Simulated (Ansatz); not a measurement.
## Response to strain in Ti

Start from Ti in the hcp (Mg type) structure (space group P6_3/mmc, No. 194; a = 2.864 Å, c = 4.537 Å; relaxed with 0.1 eV smearing). Axes: x lies along a and z along c of the hexagonal cell.

Strains are applied to the cell and any free atomic positions relax; under biaxial strain the out-of-plane vector relaxes too.

Calculations: plane-wave PAW DFT at the LDA level (Ansatz, a quantum-chemistry and plane-wave program, 420 eV), spin-orbit coupling left out.

Notes on the quantities. pressure: mean of the normal stresses, compression positive.

```tsv
change	out-of-plane strain	pressure
base	–	0.0 GPa
biaxial strain −3.00 %, plane normal [001], relaxed out of plane	+2.99 %	4.0 GPa
biaxial strain −2.50 %, plane normal [001], relaxed out of plane	…	…
biaxial strain −2.00 %, plane normal [001], relaxed out of plane	+1.91 %	2.7 GPa
biaxial strain −1.00 %, plane normal [001], relaxed out of plane	+0.92 %	1.3 GPa
biaxial strain +0.50 %, plane normal [001], relaxed out of plane	-0.44 %	-0.7 GPa
biaxial strain +1.00 %, plane normal [001], relaxed out of plane	-0.88 %	-1.3 GPa
biaxial strain +1.50 %, plane normal [001], relaxed out of plane	-1.32 %	-1.9 GPa
biaxial strain +2.00 %, plane normal [001], relaxed out of plane	-1.76 %	-2.5 GPa
biaxial strain +3.00 %, plane normal [001], relaxed out of plane	-2.64 %	-3.6 GPa
```

**Question.** Some entries are withheld; estimate them.

**Answer.** 
- biaxial strain −2.50 %, plane normal [001], relaxed out of plane, out-of-plane strain: +2.44 %
- biaxial strain −2.50 %, plane normal [001], relaxed out of plane, pressure: 3.4 GPa

Stability against distortions was not tested. All final runs are without spin polarisation.
